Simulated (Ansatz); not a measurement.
Take Cu in the fcc (Cu type) structure (space group Fm-3m, No. 225; a = 3.564 Å) as the base. Axes: x, y, z lie along the cube axes.

All numbers come from PBEsol, PAW, 420 eV (Ansatz, an electronic-structure program; no SOC).

Strains are applied to the cell and any free atomic positions relax; under biaxial strain the out-of-plane vector relaxes too.

One change was made to it. Results:

The pressure (mean of the normal stresses, compression positive) goes from zero to -1.2 GPa; the energy rises by 0.4 meV/atom.

Problem. Which change produced these results?
A. tensor shear ε_xy = −1.65 %
B. tensor shear ε_xz = −1.44 %
C. isotropic strain +1.32 %
D. uniaxial strain ε_xx = +0.72 %
E. biaxial strain −3.51 %, plane normal [111], relaxed out of plane

Solution. D, uniaxial strain ε_xx = +0.72 %. For comparison, the energy relative to the base in the other runs: biaxial strain −3.51 %, plane normal [111], relaxed out of plane gives +34 meV/atom; tensor shear ε_xy = −1.65 % gives +3.9 meV/atom; isotropic strain +1.32 % gives +8.9 meV/atom; tensor shear ε_xz = −1.44 % gives +3.0 meV/atom.

Without a gap, meshes like the base's 22×22×22 leave anisotropic stresses uncertain by several tenths of a GPa, and small strain energies with them. Stability against distortions was not tested. All final runs are without spin polarisation.
